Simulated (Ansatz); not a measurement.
We consider AgIn2 (I4/mcm, No. 140, 6 atoms in the cell; start mp-19974), described by LDA (Ansatz, an electronic-structure program, plane waves, PAW).

Run with plane-wave cutoff 520 eV, 14×14×14 k mesh, Fermi–Dirac smearing 0.05 eV, no spin polarisation, scalar-relativistic PAW data made under PBE.

Cell (relaxed at this level):

Space group I4/mcm (No. 140); a = b = 6.7482 Å, c = 5.5102 Å, α = β = γ = 90.00°

```tsv
atom	site	symmetry	x	y	z
In	8h	m.2m	0.3451	0.1549	0.0000
Ag	4a	422	0.0000	0.0000	0.2500
```
(The calculation used a cell of 6 atoms; values per cell refer to that cell.)

### Question
Give the computed bulk modulus.

### Answer

- bulk modulus: 76.2 GPa

The run finds no gap.

Note: the bulk modulus is −V dP/dV from two relaxed cells at ±2 % in volume; the relaxation could not lower the start's symmetry, so the cell can be a saddle point above a distorted one.

Spin–orbit coupling is not included.

The computed numbers hold no vibrational or temperature effects.

The result took around 16 core-minutes (rough).

A start named mp-… is a Materials Project structure, which need not be a measured phase.
